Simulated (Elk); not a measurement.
A self-consistent single point of TiNbC₂ (P1, 4 atoms in the cell) with Elk.

Method of the run: PBEsol, all-electron FP-LAPW, Elk's shipped species files, default APW+lo basis (Elk).

The change in words: atoms moved at random. Reference geometry:
```
TiNbC2
1.0
    1.56522     0.90368     5.09669
   -1.56522     0.90368     5.09669
    0.00000    -1.80736     5.09669
Ti Nb C
1 1 2
Direct
  0.50000   0.50000   0.50000
  0.00000   0.00000   0.00000
  0.75243   0.75243   0.75243
  0.24757   0.24757   0.24757
```

Reference input (self-consistent single point, DFT, PBEsol, all-electron FP-LAPW, Elk's shipped species files, default APW+lo basis): xctype = 22; rgkmax = 7; stype = 0; swidth = 0.00183747 Ha; ngridk = 8 8 8; rmtscf = 0.9. This run's input differs from it in these lines:

```diff
@@ -30,10 +30,10 @@
   1   : natoms; atposl, bfcmt below
-  0.5000000000  0.5000000000  0.5000000000    0.0 0.0 0.0
+  0.5092020000  0.4967130000  0.4968510000    0.0 0.0 0.0
   'Nb.in'   : spfname
   1   : natoms; atposl, bfcmt below
-  0.0000000000  0.0000000000  0.0000000000    0.0 0.0 0.0
+  -0.0012150000  0.0156670000  -0.0177490000    0.0 0.0 0.0
   'C.in'   : spfname
   2   : natoms; atposl, bfcmt below
-  0.7524260000  0.7524260000  0.7524260000    0.0 0.0 0.0
-  0.2475740000  0.2475740000  0.2475740000    0.0 0.0 0.0
+  0.7393480000  0.7551510000  0.7643960000    0.0 0.0 0.0
+  0.2526650000  0.2324700000  0.2565020000    0.0 0.0 0.0
```

Output (repeated stretches shortened):

```
│ Self-consistent loop started │
│ Loop number : 1 │
 total energy                :     -4732.51182667
│ Loop number : 2 │
 total energy                :     -4733.10718079
RMS change in Kohn-Sham potential (target) :    2.646559411     (  0.1000000000E-05)
Absolute change in total energy (target)   :   0.5953541249     (  0.1000000000E-03)
│ Loop number : 3 │
 total energy                :     -4732.89062403
RMS change in Kohn-Sham potential (target) :    2.611794857     (  0.1000000000E-05)
Absolute change in total energy (target)   :   0.6771823296E-01 (  0.1000000000E-03)
│ Loop number : 4 │
   [... lines left out ...]
Absolute change in total energy (target)   :   0.2187528935E-04 (  0.1000000000E-03)
│ Loop number : 19 │
 total energy                :     -4747.34637570
RMS change in Kohn-Sham potential (target) :   0.1216294173E-05 (  0.1000000000E-05)
Absolute change in total energy (target)   :   0.3979909889E-04 (  0.1000000000E-03)
│ Loop number : 20 │
 total energy                :     -4747.34635428
RMS change in Kohn-Sham potential (target) :   0.9146048614E-06 (  0.1000000000E-05)
Absolute change in total energy (target)   :   0.1147357852E-04 (  0.1000000000E-03)
Convergence targets achieved

│ Loop number : 21 │

Energies :
 Fermi                       :     0.445617124527
 total energy                :     -4747.34637405

Density of states at Fermi energy :    47.69704117
 (states/Hartree/unit cell)

Estimated indirect band gap :   0.3885823874E-03
 from k-point    367 to k-point    489
Estimated direct band gap   :   0.1412482271E-02
 at k-point    147

Charges :
 core                        :    42.00000000
 valence                     :    33.00000000
 interstitial                :    7.020757120
 muffin-tins (core leakage)
  species :    1 (Ti)
   atom    1                 :    19.93545622     (  0.8931918316E-08)
  species :    2 (Nb)
   atom    1                 :    38.55897943     (  0.6702508319E-05)
  species :    3 (C)
   atom    1                 :    4.730461244     (  0.1818198139E-04)
   atom    2                 :    4.754345983     (  0.1824715579E-04)
 total in muffin-tins        :    67.97924288
 total calculated charge     :    75.00377271
 total charge                :    75.00000000
 error                       :   0.3772708489E-02

│ Self-consistent loop stopped │
```

The run converged in 21 iterations. The count includes the last loop, which Elk runs after its targets are met. Against the reference run the total energy goes up by 16.3 meV/atom.

The starting cell comes from a database of computed structures (which also holds hypothetical and non-ambient phases and stackings), without a prior relaxation at this level. For this run, on top of that: atoms moved at random. Spin polarisation is off. Values depend on the basis (sphere radii, cutoffs, local orbitals), which need not be converged. The log's line on a gap gives a spacing of levels on this mesh, which the program prints for metals too.

Cost on one core of a shared machine: roughly 4 min.
